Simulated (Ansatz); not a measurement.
The starting structures come from a database of crystals and need not be the phases stable at ambient conditions.

 Where the default PAW files enter, the runs use the earlier of Ansatz's two default sets.

Given:

```xyz
8
Lattice="5.1632 0.0000 0.0000 0.0000 5.1632 0.0000 2.5816 -2.5816 5.1899" Properties=species:S:1:pos:R:3 pbc="T T T"
Zn     0.0000     0.0000     0.0000
Cu     5.1632     2.5816     2.5950
Cu     2.5816     0.0000     2.5950
Ge     2.5816     2.5816     0.0000
S      1.3281     3.8351     1.3219
S      6.4167     1.2535     3.8680
S      3.8351     1.3281     1.3219
S      3.9097    -1.2535     3.8680
```

Space group of this cell: I-42m. The cell is strained (all lengths scaled by 0.98); by PBEsol its mean pressure is 5.0 GPa.

Transport runs along the normal of the first two printed cell vectors, the (001) plane of the conventional cell.

The gap is the functional's own. No spin-orbit coupling. Mid-gap values are interpolated on the energy grid.

Problem. Compute, with PBEsol in Ansatz (an electronic-structure program), the band gap and the smallest decay constant κ at mid-gap.

Solution. Gap 0.71 eV on a 8×8×8 mesh; κ = 0.104 1/Å, at the zone centre.
